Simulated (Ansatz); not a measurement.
Start from SiO₂ in the rutile structure (space group P4_2/mnm, No. 136; a = 4.1945 Å, c = 2.6785 Å). Axes: x, y, z lie along a, b, c of the conventional cell.

All numbers come from PBEsol (Ansatz, a quantum-chemistry and plane-wave program; PAW; 420 eV plane waves; no spin-orbit coupling).

Strains are applied to the cell and any free atomic positions relax; under biaxial strain the out-of-plane vector relaxes too.

One change was made to it. Results:

The shortest interatomic distance decreases by 0.005 Å to 1.761 Å; the valence-band top at Γ (three highest levels, from the VBM) goes from 0.00, -0.88, -0.88 eV to 0.00, -0.87, -0.87 eV; the band gap goes up by 0.422 eV (5.35 eV → 5.78 eV).

Which change produced these results?
A. biaxial strain −3.00 %, plane normal [001], relaxed out of plane
B. biaxial strain −1.80 %, plane normal [001], relaxed out of plane
C. biaxial strain −1.20 %, plane normal [001], relaxed out of plane
D. biaxial strain −2.40 %, plane normal [001], relaxed out of plane
E. biaxial strain −0.60 %, plane normal [001], relaxed out of plane

D, biaxial strain −2.40 %, plane normal [001], relaxed out of plane. For comparison, the band gap in the other runs: biaxial strain −3.00 %, plane normal [001], relaxed out of plane gives 5.89 eV; biaxial strain −1.80 %, plane normal [001], relaxed out of plane gives 5.67 eV; biaxial strain −0.60 %, plane normal [001], relaxed out of plane gives 5.46 eV; biaxial strain −1.20 %, plane normal [001], relaxed out of plane gives 5.56 eV.

Stability against distortions was not tested.
